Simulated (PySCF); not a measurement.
PySCF 2.14.0, HF/def2-svpd, df: Ti(Cl)2(OH)2 ([OH][Ti]([OH])([Cl])[Cl]), 7 atoms. The geometry is a generated start, not checked to be a minimum at this level.

* **task**: energy
* **method**: hf
* **basis**: def2-svpd
* **two-electron scheme**: density fitting
* **mol.max_memory**: 3000 MB
* **mf.max_cycle**: 100
* **mf.DIIS**: CDIIS (default)
* **mf.conv_tol**: 1e-09 (default)
* **basis functions**: 150

```xyz
7

Ti     0.2214     0.0321     0.0899
Cl     2.0466     0.7582    -0.7598
Cl     0.8381    -0.5024     2.0686
O     -0.1811    -1.3939    -0.6992
H     -0.5198    -2.1750    -1.1409
O     -0.8318     1.3357     0.2293
H     -1.5733     1.9452     0.2121
```

Charge 0 and multiplicity 1 are set for this test and not shown to be the ground state.

With the defaults (mf.diis = true, mf.init_guess = minao, mf.level_shift = 0, mf.damp = 0, mf.diis_start_cycle = 1, mf.diis_space = 8, mf.diis_damp = 0) it converges in 13 Fock builds. One run each on 2 threads, 1 BLAS thread, with these changes:
- mf.diis = false
- mf.init_guess = sap
- mf.level_shift = 0.1 Hartree
- mf.init_guess = mod_huckel
- mf.init_guess = huckel
- mf.diis_damp = 0.3
- mf.diis_space = 20
- mf.level_shift = 0.3 Hartree
- mf.diis = false, mf.damp = 0.7, mf.diis_start_cycle = 999

**Question.** Name the settings that don't reach the solution of the defaults.

**Answer.** No convergence: mf.diis = false (the run ends without SCF convergence in 100 cycles). The rest reach the solution of the defaults.

```csv
setting,Fock builds,end
the defaults,13,same solution
mf.diis_space = 20,13,same solution
mf.diis_damp = 0.3,14,same solution
mf.level_shift = 0.1 Hartree,14,same solution
mf.init_guess = mod_huckel,15,same solution
mf.init_guess = huckel,15,same solution
mf.level_shift = 0.3 Hartree,16,same solution
mf.init_guess = sap,17,same solution
"mf.diis = false, mf.damp = 0.7, mf.diis_start_cycle = 999",52,same solution
mf.diis = false,101,no convergence
```
